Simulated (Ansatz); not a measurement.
A computed series for Pb: element substitutions

The reference is Pb in the fcc (Cu type) structure (space group Fm-3m, No. 225; a = 4.991 Å).

Each row replaces one element on all its sites; cell and atoms are relaxed.

All numbers come from r2SCAN (Ansatz, a quantum-chemistry and plane-wave program; PAW; 500 eV plane waves; scalar-relativistic without spin-orbit coupling).

```
change   shortest interatomic distance      density
-------  -----------------------------  -----------
base                           3.529 Å  11.07 g/cm³
Pb → S                         2.830 Å   3.32 g/cm³
Pb → Ir                        2.718 Å  22.47 g/cm³
Pb → Pd                        2.764 Å  11.84 g/cm³
Pb → C                         2.189 Å   2.69 g/cm³
```

No phonon test of stability was made. As relaxed here, S and C are hypothetical phases, not in the database extracts checked. The final runs are not spin-polarised. Pd has a high density of states at the Fermi level and may be magnetic at this level.
